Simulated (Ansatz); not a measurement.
LaBi (model structure, started from the CsCl type, Pm-3m, No. 221, 2 atoms in the cell) was calculated with PBE (Ansatz, an electronic-structure program, plane waves, PAW).

Numerical settings: plane-wave cutoff 520 eV, scalar-relativistic PAW data made under PBE.

Cell (relaxed at this level):

```yaml
crystal:
  lattice:
    - [4.05125, 0.00000, 0.00000]
    - [0.00000, 4.05125, 0.00000]
    - [0.00000, 0.00000, 4.05125]
  atoms:
    - { symbol: La, position: [0.00000, 0.00000, 0.00000] }
    - { symbol: Bi, position: [0.50000, 0.50000, 0.50000] }
```

Problem. Estimate the bulk modulus that the calculation returns.

Solution. 
- bulk modulus = 49.3 GPa

Note: the bulk modulus is −V dP/dV from two relaxed cells at ±2 % in volume; the relaxation could raise the start's symmetry but not lower it, so the cell can be a saddle point.

Spin–orbit coupling is not included; it can shift volumes and moduli of such heavy elements.

Computed values are for the static lattice.

Cost on a shared machine: roughly 60 core-seconds.

A model structure was made by putting elements into a prototype or built by hand; it is no filed structure, need not be a known phase, and can be a saddle point held by its symmetry.
